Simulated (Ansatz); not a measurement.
We consider BaTaO3 (Pm-3m, No. 221, 5 atoms in the cell; start mp-754678), described by PBEsol in Ansatz (PAW).

Numerical settings: plane-wave cutoff 520 eV, 14×14×14 k mesh, Fermi–Dirac smearing 0.05 eV, scalar-relativistic PAW data made under PBE.

Cell (relaxed at this level):

```
BaTaO3
1.0
    4.07027     0.00000     0.00000
    0.00000     4.07027     0.00000
    0.00000     0.00000     4.07027
Ba Ta O
1 1 3
Direct
  0.00000   0.00000   0.00000
  0.50000   0.50000   0.50000
  0.00000   0.50000   0.50000
  0.50000   0.00000   0.50000
  0.50000   0.50000   0.00000
```

### Question
Give the computed bulk modulus B0.

### Answer

* **bulk modulus B0**: 196 GPa

The run finds no gap.

Note: the bulk modulus is −V dP/dV from two relaxed cells at ±2 % in volume; the relaxation could not lower the start's symmetry, so the cell can be a saddle point above a distorted one.

Spin–orbit coupling is not included; it can open a gap where bands touch, and shift volumes and moduli.

The computed numbers hold no vibrational or temperature effects.

Cost on a shared machine: around 90 core-seconds (rough).

A start named mp-… is a Materials Project structure, which need not be a measured phase.

Ansatz is an electronic-structure program.
